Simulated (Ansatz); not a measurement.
# ZnCu2SnSe4: response to strain

Start from ZnCu2SnSe4 (space group I-4, No. 82; a = 5.658 Å, c = 11.318 Å). Axes: x, y, z lie along a, b, c of the conventional cell.

Strains are applied to the cell and any free atomic positions relax; under biaxial strain the out-of-plane vector relaxes too.

Computed with PBEsol, PAW, 420 eV (Ansatz, an electronic-structure program; scalar-relativistic without spin-orbit coupling).

Candidates:
(a) isotropic strain +1.37 %
(b) biaxial strain +0.45 %, plane normal [001], relaxed out of plane
(c) tensor shear ε_xy = +2.94 %
(d) biaxial strain −1.08 %, plane normal [001], relaxed out of plane

Notes on the quantities. energy relative to the base: free energy F.

### Question
Order them by energy relative to the base, lowest first.

### Answer
(b) biaxial strain +0.45 %, plane normal [001], relaxed out of plane (+0.2 meV/atom), (d) biaxial strain −1.08 %, plane normal [001], relaxed out of plane (+1.2 meV/atom), (a) isotropic strain +1.37 % (+7.5 meV/atom), (c) tensor shear ε_xy = +2.94 % (+8.8 meV/atom)

A case with no gap was solved on a k-mesh chosen for an insulator, which is coarse for it. Stability against distortions was not tested. The final runs are not spin-polarised.
